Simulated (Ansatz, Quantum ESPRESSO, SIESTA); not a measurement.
# KRuO₃ (Pm-3m, 5 atoms in the cell) computed with different codes at matched settings

Self-consistent single point.

```
CELL_PARAMETERS angstrom
      3.93928     0.00000     0.00000
      0.00000     3.93928     0.00000
      0.00000     0.00000     3.93928
ATOMIC_POSITIONS crystal
  K  0.50000 0.50000 0.50000
  Ru 0.00000 0.00000 0.00000
  O  0.00000 0.00000 0.50000
  O  0.50000 0.00000 0.00000
  O  0.00000 0.50000 0.00000
```

Shared settings, as Ansatz (a program for electronic structure) writes them: kpoints.mp_grid.grid = 8 8 8; scf.occupations.method = fermi_dirac; scf.occupations.width = 0.0037 Ry. Potentials and cutoffs stand in the table.

| code | model | pressure (GPa) | cutoff |
|---|---|---|---|
| SIESTA | GGA PBEsol+U, numerical atomic orbitals DZP, PseudoDojo PBEsol standard norm-conserving potentials (rewritten from UPF to PSML) | -6.18 | grid 400 Ry |
| Ansatz | PBEsol+U, PAW files made with PBE | -10.46 | 30.9 Ry |
| Quantum ESPRESSO | PBEsol+U, PseudoDojo standard norm-conserving (PBESOL) pseudopotentials | -10.12 | 85 Ry |

Hubbard term: [{species: Ru, l: d, u_eff: 1.0}] eV.

On Ansatz's run: spin polarisation is off; with an odd number of electrons in the cell that forces a metal, and a magnetic state may lie lower. The U value is a test value, and with U on an open shell several self-consistent states can exist.

The spread over the programs that give each value: pressure within 4.28 GPa.

SIESTA uses small atom-centred bases, whose incompleteness enters pressures, forces and empty levels differently from a plane-wave cutoff. Ansatz's pressure is given at a fixed set of plane waves, as the other plane-wave codes print theirs; with its correction for the finite basis it is -10.01 GPa (the shift of 0.45 GPa shows how far the cutoff is from converged). The same U acts on different projectors in each program, which moves gaps, moments and pressures. In the pressure, SIESTA (by 4.11) lies more than 1 GPa from the median of the plane-wave programs.

The starting cell comes from a database of computed structures (which also holds hypothetical and non-ambient phases and stackings), without a prior relaxation at this level.

Left out of this page: GPAW and Elk (not drawn, or without a comparable value).

Keys are those of Ansatz 0.2.
